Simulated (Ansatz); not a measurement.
BeTe under load (space group I-4m2), r2SCAN with spin-orbit coupling, rigid bands in Ansatz (a program for electronic structure). Condition of this run: biaxial stress xx = yy = -1 GPa (compression positive) (the target of the relaxation). Band gap 2.01 eV, N_c = 1.05e19 cm⁻³ and N_v = 6.42e18 cm⁻³ at 300 K, conductivity masses along y (a = (0.00, 2.86, 2.81) Å; b = (2.86, 0.00, 2.81) Å; c = (2.86, 2.86, 0.00) Å) of 0.279 mₑ (electrons) and 0.432 mₑ (holes). Take k_BT = 0.02585 eV.

### Question
Find the intrinsic carrier density and the intrinsic Fermi level.

### Answer
n_i = √(N_c N_v) exp(−E_g/2k_BT) = 8.21e18 × exp(−38.88) = 1.1e2 cm⁻³. The level lies (k_BT/2) ln(N_v/N_c) = -6 meV from mid-gap (positive towards the conduction band). Each 0.1 eV added to the gap lowers n_i by a factor of 6.9.

### Question
A film of it is 5 nm thick, with its normal along the direction named. Estimate the confinement energies in an infinite well.

### Answer
ħ²π²/(2m t²) = 0.376 eV·nm²/(m/mₑ × t²) gives 53.9 meV for electrons and 34.8 meV for holes, so the gap would widen to about 2.10 eV. Finite barriers and nonparabolic bands lower this, and with several valleys or bands the heaviest mass along the normal sets the lowest level, not this average.

### Question
What built-in voltage has an abrupt junction with N_A = 1e17 and N_D = 1e17 cm⁻³, all dopants ionised?

### Answer
V_bi = E_g/e − (k_BT/e) ln(N_c N_v/(N_A N_D)) = 2.01 − 0.02585 × 8.82 = 1.78 V, for the computed gap.

Rigid bands with the computed gap; masses take one relaxation time for all states.
